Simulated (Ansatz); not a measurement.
# What pressure 0.9 GPa does to SnO

Start from SnO in the litharge type structure (space group P4/nmm, No. 129; a = 3.8371 Å, c = 4.7586 Å; layered, stacked along the Cartesian z axis).

It is then changed as follows: a hydrostatic pressure of 0.9 GPa.

All numbers come from PBE-D3(BJ), PAW, 420 eV (Ansatz, a quantum-chemistry and plane-wave program; scalar-relativistic without spin-orbit coupling). Γ-centred 12×12×10 mesh, Fermi–Dirac width 0.05 eV.

```csv
quantity,base,changed,shift
lattice parameter a,383.7 pm,382.4 pm,-1.3 pm
c/a ratio,1.240,1.223,-0.017
shortest interatomic distance,224.1 pm,223.6 pm,-0.56 pm
enthalpy H = E + PV relative to the base's energy,–,+0.10 eV/atom,–
band gap,zero,zero,–
```

Load acts through the strain it causes; cell and atoms are relaxed under it. Stability against distortions was not tested. All final runs are without spin polarisation. The zero or small gap of SnO can change with the level of theory.
